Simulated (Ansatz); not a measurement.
The starting structures come from a database of crystals and need not be the phases stable at ambient conditions.

Tunnelling through a barrier is set by its complex band structure: the current falls as exp(−2κd) with the smallest κ.

Given:

```xyz
13
Lattice="7.1940 0.0000 0.0000 -2.9432 6.5644 0.0000 1.1178 1.7262 6.8510" Properties=species:S:1:pos:R:3 pbc="T T T"
Na     2.3211     3.1555     0.0000
Na     4.4311     3.0142     3.4255
Na     7.5620     0.9868     3.4255
Na     1.1421     5.1440     3.4255
Mg    -1.3554     5.5363     0.0000
Ge     7.2544     3.7973     6.4598
Ge     4.8716     0.1177     0.3911
Se     1.8853     2.8163     5.2321
Se     3.5702     5.4181     1.6189
Se    -0.3991     3.3357     1.5182
Se     2.1616     7.2902     5.3327
Se     5.9038     5.2306     5.1293
Se     3.0111     0.7637     1.7216
```

Space group of this cell: C2. The cell is taken as given; by PBEsol its mean pressure is -1.6 GPa.

Transport runs along the normal of the first two printed cell vectors.

No gap correction and no spin-orbit coupling; mid-gap values are interpolated between computed energies.

Compute, with PBEsol (Ansatz, a quantum-chemistry and plane-wave program), the band gap and the smallest decay constant κ at mid-gap.

Gap 1.79 eV on a 6×6×6 mesh; κ = 0.200 1/Å, at (0.167, 0.167) of the in-plane reciprocal vectors. At the zone centre, at the nearest computed energy, the slowest state has κ = 0.20 1/Å.
